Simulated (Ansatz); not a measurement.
For 1T (CdI2-type) Sc2C (structure not from a measured cell), LDA in Ansatz (plane waves, PAW) gives:

| Quantity | Result |
|---|---|
| equilibrium lattice constant a | 3.252 Å |
| c axis length | 5.570 Å |

**Question.** What does r²SCAN in Ansatz (plane waves, PAW) give for the same quantities?

**Answer.** 
- lattice constant a: 3.323 Å (grows by 2.2 %)
- lattice parameter c: 5.661 Å (increases by 1.6 %)

Changes are worked out from the printed values.

Unless a cell is named, each level is at its own relaxed cell (LDA 17.01, r²SCAN 18.04 Å³/atom).

Caveats: LDA has no dispersion term either, though it tends to give short spacings of layers, chains or molecules (LDA); the cell comes from a level without a dispersion term, which matters for the spacing of layers, chains or molecules (r²SCAN); the relaxation could not lower the start's symmetry, so the cell can be a saddle point above a distorted one (LDA, r²SCAN). Ansatz's density-functional and Hartree–Fock values are scalar-relativistic unless marked +SOC, with PAW data made under PBE.

Ansatz is a first-principles code.
